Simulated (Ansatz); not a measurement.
Input and output of a relaxation of cell and atoms for NaTl (Fd-3m, 4 atoms in the cell) (Ansatz, a quantum-chemistry and plane-wave program).

Computed with LDA (PW92), default PAW files made with PBE (plane waves; Ansatz).

The change in words: atoms on their sites; basis.ecutwfc: 420 eV → 250 eV; relax: default → cell and atoms. Reference geometry:
```yaml
crystal:
  lattice:
    - [0.00000, 3.75057, 3.75057]
    - [3.75057, 0.00000, 3.75057]
    - [3.75057, 3.75057, 0.00000]
  atoms:
    - { symbol: Na, position: [0.50385, 0.50385, 0.50385] }
    - { symbol: Na, position: [0.75000, 0.75000, 0.75000] }
    - { symbol: Tl, position: [0.00000, 0.00000, 0.00000] }
    - { symbol: Tl, position: [0.25000, 0.25000, 0.25000] }
```

Reference input (self-consistent single point, DFT, LDA (PW92), plane waves, default PAW files made with PBE): basis.ecutwfc = 420 eV; kpoints.mp_grid.grid = 6 6 6; hamiltonian.xc = lda; hamiltonian.pseudopotentials = {kind: paw} (the program's default PAW files); scf.occupations.method = gaussian; scf.occupations.width = 0.1 eV. This run's input differs from it in these lines:

Ansatz 0.2 input:
```diff
@@ -6,3 +6,3 @@
   atoms:
-    - { symbol: Na, position_ang: [3.77943237, 3.77943237, 3.77943237] }
+    - { symbol: Na, position_ang: [3.75056800, 3.75056800, 3.75056800] }
     - { symbol: Na, position_ang: [5.62585200, 5.62585200, 5.62585200] }
@@ -11,3 +11,3 @@
 basis:
-  ecutwfc: 420.0 eV
+  ecutwfc: 250.0 eV
 kpoints:
@@ -19,2 +19,4 @@
   occupations: { method: gaussian, width: 0.1 eV }
+relax:
+  cell: {}
 output:
```

Output, abridged:

```
   [... SCF lines of the steps left out ...]
relax step   1: F+E_penalty+E_count = -25224.75503578 eV  Δ(F+E_penalty+E_count) = +0.000e0 eV  max|allowed force component| = 1.735e-17 eV/Å  Δτ_max = 0.0000 Å  P = -1.761 GPa  Ω = 105.517 Å³  (6 SCF iters, dr2 threshold 1.00e-7 eV, accepted)
relax step   2: F+E_penalty+E_count = -25225.41229510 eV  Δ(F+E_penalty+E_count) = -6.573e-1 eV  max|allowed force component| = 9.252e-17 eV/Å  Δτ_max = 0.0000 Å  P = +4.911 GPa  Ω = 100.940 Å³  energy of the carried Pulay correction = +7.024e-1 eV  [...]
   [... lines left out ...]
relax step  20: F+E_penalty+E_count = -25224.86177092 eV  Δ(F+E_penalty+E_count) = -1.978e-2 eV  max|allowed force component| = 9.136e-17 eV/Å  Δτ_max = 0.0000 Å  P = +0.000 GPa  Ω = 97.466 Å³  energy of the carried Pulay correction = +1.976e-2 eV  [...]
relax step  21: F+E_penalty+E_count = -25224.82237662 eV  Δ(F+E_penalty+E_count) = +3.939e-2 eV  max|allowed force component| = 9.078e-17 eV/Å  Δτ_max = 0.0000 Å  P = -0.026 GPa  Ω = 97.466 Å³  stress off target by 2.58e-2 GPa  SCF on the basis [...]
basis re-selected at this cell: Δ(F+E_penalty+E_count) = +3.939e-2 eV, ΔP = -0.026 GPa vs the last step
the relaxation is at rest under the 48 symmetry operations that the run kept from its start: a minimum is not shown …
Free energy (F): -25224.822377 eV
Internal energy: -25224.819552 eV  (E = F + TS)
E sigma→0 (E₀):  -25224.820964 eV
Entropy (-TS):   -0.002824 eV (-0.706 meV/atom)
Fermi energy:    8.087909 eV
--- Forces (eV/Å), atoms counted from 1 ---
  atom   1  Na     0.00000000     0.00000000     0.00000000
   [... zero for the other atoms too ...]
   [... lines left out ...]
  cell:  # Å, volume = 97.4663 Å³
   [... lines left out ...]
  atoms:
    - { symbol: Na, position: [0.49999999999999994, 0.49999999999999994, 0.49999999999999994] }
    - { symbol: Na, position: [0.7500000000000001, 0.7500000000000001, 0.7500000000000001] }
    - { symbol: Tl, position: [-1.2302688975183958e-35, 1.7651684181785597e-34, 1.0236639576633994e-34] }
    - { symbol: Tl, position: [0.24999999999999997, 0.24999999999999997, 0.24999999999999997] }
```

The run converged. 

Summary of the result:
- Free energy E − TS (on the zero of these files): -25224.8224 eV
- Fermi level (on the code's own zero): 8.09 eV
- Pressure: -0.03 GPa
- Final cell: a = b = c = 5.166 Å, α = β = γ = 60.00°
- Final volume per atom: 24.37 Å³
- Relaxation steps: 21

The starting cell comes from a database of computed structures (which also holds hypothetical and non-ambient phases and stackings), without a prior relaxation at this level. Its lattice was rescaled by up to half a per cent. The relaxation keeps the symmetry of its start, so its end need not be a minimum. Ansatz's pressure includes its estimate of the finite-basis (Pulay) stress. Without the estimate this run gives -25.73 GPa. The cutoff lies below the one recommended for these files.
